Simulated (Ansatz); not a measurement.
Take Hf in the hcp (Mg type) structure (space group P6_3/mmc, No. 194; a = 3.204 Å, c = 5.072 Å; relaxed with 0.1 eV smearing) as the base.

Calculations: Ansatz (an electronic-structure program) PBE, no spin-orbit coupling, earlier PAW set.

For the base:

| Item | Result |
|---|---|
| Pressure | 0.0 GPa |
| Band gap | zero |

Modification: an isotropic linear strain of +3.51 %; the atoms relax in the strained cell.

Question: Estimate the effect on the energy relative to the base, pressure and band gap.

Answer: The energy increases by 77 meV/atom; the pressure (mean of the normal stresses, compression positive) goes from zero to -9.2 GPa; the band gap remains zero.

Whether these cells are dynamically stable was not tested. The final runs are not spin-polarised.
